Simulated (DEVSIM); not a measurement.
Structure: abrupt Ge p-n junction, at 300 K.

```
layer (left to right)  material  thickness (μm)  Nd (cm⁻³)  Na (cm⁻³)  τn (s)  τp (s)
---------------------  --------  --------------  ---------  ---------  ------  ------
1                            Ge            6.00          -     1.6e15  2.2e-6  2.2e-6
2                            Ge           0.360     5.2e15          -  2.2e-6  2.2e-6
```

Left contact: ohmic. Right contact: ohmic. Voltage is applied to the left contact. Recombination: SRH at mid-gap, radiative, Auger. Mobility is μmin + (μ − μmin)/(1 + (N/Nref)^α).

Constants are typed, rounded textbook-type inputs, not results; the design itself was drawn at random and stands for no fabricated device. Values at 300 K.

| parameter | Ge |
|---|---|
| gap (eV) | 0.664 |
| affinity (eV) | 4 |
| permittivity | 16 |
| Nc (cm⁻³) | 1.04e19 |
| Nv (cm⁻³) | 6e18 |
| μn (cm²/Vs) | 3900 |
| μp (cm²/Vs) | 1900 |
| μn,min | 150 |
| μp,min | 100 |
| Nref,n | 2.6e17 |
| Nref,p | 4e17 |
| αn | 0.56 |
| αp | 0.6 |
| B (cm³/s) | 6.4e-14 |
| Cn (cm⁶/s) | 1e-31 |
| Cp (cm⁶/s) | 1e-31 |

Model (solved in DEVSIM): 1D drift-diffusion, Boltzmann statistics, complete ionisation; no tunnelling, impact ionisation, image-force lowering or self-heating.

The thickness of layer 2 was swept, all else fixed.

```json
[
 {"thickness of layer 2 (μm)": "0.072", "largest field in the device at zero bias (V/cm)": "8300", "dark forward voltage at 1 A/cm² (V)": "0.055"},
 {"thickness of layer 2 (μm)": "0.13", "largest field in the device at zero bias (V/cm)": "7800", "dark forward voltage at 1 A/cm² (V)": "0.065"},
 {"thickness of layer 2 (μm)": "0.22", "largest field in the device at zero bias (V/cm)": "7600", "dark forward voltage at 1 A/cm² (V)": "0.079"},
 {"thickness of layer 2 (μm)": "0.36", "largest field in the device at zero bias (V/cm)": "7600", "dark forward voltage at 1 A/cm² (V)": "0.092"},
 {"thickness of layer 2 (μm)": "0.61", "largest field in the device at zero bias (V/cm)": "7600", "dark forward voltage at 1 A/cm² (V)": "0.104"},
 {"thickness of layer 2 (μm)": "1.1", "largest field in the device at zero bias (V/cm)": "7600", "dark forward voltage at 1 A/cm² (V)": "0.113"},
 {"thickness of layer 2 (μm)": "1.8", "largest field in the device at zero bias (V/cm)": "7600", "dark forward voltage at 1 A/cm² (V)": "0.118"}
]
```

From the first row to the last the largest field in the device at zero bias goes from 8300 to 7600. From the first row to the last the dark forward voltage at 1 A/cm² goes from 0.055 to 0.118.
